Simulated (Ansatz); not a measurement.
The starting structures come from a database of crystals and need not be the phases stable at ambient conditions.

The decay constant κ of evanescent states in the gap governs leakage through a thin film.

Input:

```
CELL_PARAMETERS angstrom
      6.75402     0.00000     0.00000
      3.37701     8.49987     0.00000
      3.37701    -1.34169     3.09904
ATOMIC_POSITIONS crystal
  Ba 0.67310 0.82690 0.32690
  Ba 0.82690 0.17310 0.67310
  H  0.50000 0.00000 0.00000
  H  0.00000 0.00000 0.00000
  I  0.34043 0.65957 0.15957
  I  0.15957 0.34043 0.84043
```

Space group of this cell: P4/nmm. The cell is taken as given.

Transport runs along the normal of the first two printed cell vectors, the (111) plane of the conventional cell.

The gap is the functional's own. No spin-orbit coupling. Mid-gap values are interpolated on the energy grid.

Task: Compute, with r2SCAN run with Ansatz (an electronic-structure program), the band gap and the smallest decay constant κ at mid-gap.

Result: Gap 3.22 eV on a 10×10×10 mesh; κ = 0.322 1/Å, at the zone centre.
